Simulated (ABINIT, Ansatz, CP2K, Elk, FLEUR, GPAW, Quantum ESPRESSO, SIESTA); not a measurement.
One structure in several programs: CaO (Fm-3m, 2 atoms in the cell)

Self-consistent single point, at a second geometry (lattice scaled by 0.98). First geometry:

```xyz
2
Lattice="0.0000 2.3543 2.3543 2.3543 0.0000 2.3543 2.3543 2.3543 0.0000" Properties=species:S:1:pos:R:3 pbc="T T T"
Ca     0.0000     0.0000     0.0000
O      2.3543     2.3543     2.3543
```

Shared settings, as Ansatz (an electronic-structure program) writes them: kpoints.mp_grid.grid = 12 12 12; scf.occupations.method = fermi_dirac; scf.occupations.width = 0.02 eV. Potentials and cutoffs stand in the table.

| code | model | ΔF from the first geometry (meV/atom) | pressure (GPa) | gap on the mesh (eV) | cutoff |
|---|---|---|---|---|---|
| FLEUR | PBE, all-electron FLAPW (FLEUR), scalar-relativistic valence | 67.7 | – | 3.627 | Kmax 4 1/bohr |
| Elk | PBE, all-electron FP-LAPW, Elk's shipped species files, APW+lo basis with extra local orbitals | 70.3 | – | 3.610 | rgkmax 7.5 |
| Ansatz | PBE, PAW files | 68.5 | 19.28 | 3.584 | 420 eV |
| SIESTA | GGA PBE, numerical atomic orbitals TZP, PseudoDojo PBE standard norm-conserving potentials (rewritten from UPF to PSML) | 119.2 | 30.34 | 4.968 | grid 350 Ry |
| Quantum ESPRESSO | PBE, SSSP 1.1.2 efficiency (PBE) pseudopotentials | 68.6 | 19.40 | 3.583 | 55 Ry |
| ABINIT | PBE, norm-conserving pseudopotentials (PseudoDojo nc-sr-05 PBE standard) | 66.5 | 19.03 | 3.594 | 42 Ha |
| CP2K | PBE, GPW, DZVP-MOLOPT-SR-GTH basis, GTH-PBE potentials (GTH_POTENTIALS) | 76.7 | 21.28 | 3.471 | grid 500 Ry |
| GPAW | PBE, GPAW PAW datasets PBE (gpaw-data 1.0.1) | 72.7 | – | 3.631 | 900 eV |

A dash marks a value that a program does not give, or that is left out as unsure.

Gaps are read on the mesh.

The spread over the programs that give each value: ΔF from the first geometry within 52.7 meV/atom; pressure within 11.31 GPa; gap on the mesh within 1.497 eV.

SIESTA and CP2K use small atom-centred bases, whose incompleteness enters pressures, forces and empty levels differently from a plane-wave cutoff. FLEUR and Elk treat all electrons, but the usual bases taken here (sphere radii, linearisation, local orbitals, empty states) were not tested for convergence, so the values are no reference for the others. Ansatz's pressure is given at a fixed set of plane waves, as the other plane-wave codes print theirs; with its correction for the finite basis it is 19.53 GPa (the shift of 0.26 GPa shows how far the cutoff is from converged). The pressure of GPAW is left out: its cutoff lies under the one at which its stress was checked. In the pressure, SIESTA (by 11.06) and CP2K (by 2.01) lie more than 1 GPa from the median of the plane-wave programs. In the gap, SIESTA (by 1.378) lies more than 0.12 eV from the median of the plane-wave programs.

The starting cell comes from a database of computed structures (which also holds hypothetical and non-ambient phases and stackings), without a prior relaxation at this level. Its lattice was rescaled by a random factor within 2.5 % of one. For this run, on top of that: lattice scaled by 0.98.

Keys are those of Ansatz 0.2.
